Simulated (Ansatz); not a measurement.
Amorphous In$_{9}$Ga$_{9}$Zn$_{9}$O$_{39}$Al$_{2}$

Preparation: random packing, a CHGNet melt and quench, and a DFT relaxation. O atoms were pushed apart under 1.9 Å during the dynamics, to hinder bonds among them. The hot cell started wider than the set density and was brought back towards it in steps. It is the lowest in DFT energy of 2 quenches. It is a model cell: composition and starting density were chosen by hand, and all elements were melted together. No dispersion term was used.

Methods: PBE, scalar-relativistic without spin-orbit coupling (Ansatz, an electronic-structure program); r2SCAN, scalar-relativistic without spin-orbit coupling (Ansatz); HSE06, scalar-relativistic without spin-orbit coupling (Ansatz). Geometry, pressure, stress and energy are those of the PBE run. Its sampling: a 2×2×2 Γ-centred mesh; Fermi-Dirac width 0.02 eV; no spin polarisation. Other functionals are single points at the zone centre (r2SCAN at 500 eV; exact exchange cut at the cell's faces), free to take moments where seeds were set. At PBE the levels at the filled edge of the gap are localised (band-tail or defect states).

```yaml
number_of_atoms_in_the_cell: 68
Density (volume relaxed, without dispersion): 5.57 g/cm³
volume_per_atom: 12.83 Å³
Pressure on a 2×2×2 Γ-centred mesh: 1.1 kbar
Largest force and stress component on that mesh (the relaxation ran on the zone centre alone): 0.05 eV/Å and 0.2 GPa
Level gap on a 2×2×2 Γ-centred mesh (PBE): 0.82 eV
Level gap at the zone centre (PBE): 0.82 eV
Level gap at the zone centre (r2SCAN): 1.27 eV
Level gap at the zone centre (HSE06): 2.36 eV
```

Cut-offs for bonds: In-In 3.12 Å, In-Ga 2.90 Å, In-Zn 2.90 Å, In-O 2.88 Å, In-Al 2.89 Å, Ga-Ga 2.68 Å, Ga-Zn 2.68 Å, Ga-O 2.28 Å, Ga-Al 2.67 Å, Zn-Zn 2.68 Å, Zn-O 2.44 Å, Zn-Al 2.67 Å, O-O 1.58 Å, O-Al 2.24 Å, Al-Al 2.66 Å. Two cations that share two anions don't count as bonded, nor two that share one unless they lie closer than In-In 3.04 Å, In-Ga 2.82 Å, In-Zn 2.82 Å, In-Al 2.81 Å, Ga-Ga 2.61 Å, Ga-Zn 2.61 Å, Ga-Al 2.60 Å, Zn-Zn 2.61 Å, Zn-Al 2.60 Å, Al-Al 2.59 Å.

| Quantity | Result |
|---|---|
| Mean coordination of In by anions | 5.89 (2 with 5, 6 with 6, 1 with 7) |
| Mean coordination of Ga by anions | 4.22 (7 with 4, 2 with 5) |
| Mean coordination of Zn by anions | 4.22 (7 with 4, 2 with 5) |
| Mean coordination of O | 3.56 (18 with 3, 20 with 4, 1 with 5) |
| Mean coordination of Al by anions | 5.00 (1 with 4, 1 with 6) |
| Mean In-O bond | 2.259 Å (spread 0.177 Å, 53 counted) |
| Mean Ga-O bond | 1.903 Å (spread 0.056 Å, 38 counted) |

Its density started from a set value of 5.71 g/cm³. The simulated quench (nominally 260 K/ps over its main leg) is rapid and tends to freeze in more defects than a deposited or slowly cooled glass has. A cell of this size samples the disorder only roughly. Volume and shape were free in the relaxation.
